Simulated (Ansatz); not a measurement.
Given:

```xyz
2
Lattice="0.0000 2.7211 2.7211 2.7211 0.0000 2.7211 2.7211 2.7211 0.0000" Properties=species:S:1:pos:R:3 pbc="T T T"
Al     0.0000     0.0000     0.0000
P      1.3605     1.3605     1.3605
```

All values below come from PBE with spin-orbit coupling, rigid bands (plane waves, PAW; Ansatz, a quantum-chemistry and plane-wave program). Condition of this run: hydrostatic pressure of 1.4 GPa (compression positive) (the target of the relaxation). Cell: cell and atoms relaxed with PBEsol, then loaded as said.

Task: Predict the electron conductivity mass (n e² τ/σ) at 300 K, by direction if it differs.

Result: 0.34 mₑ.

Task: What conductivity effective mass do dilute holes have at 300 K?

Result: 0.70 mₑ.

Task: And the band gap?

Result: 1.54 eV at this level; semilocal functionals usually fall short of the measured gap.

Rigid bands, one relaxation time for all states, no polarons. Geometry: cell and atoms relaxed with PBEsol.
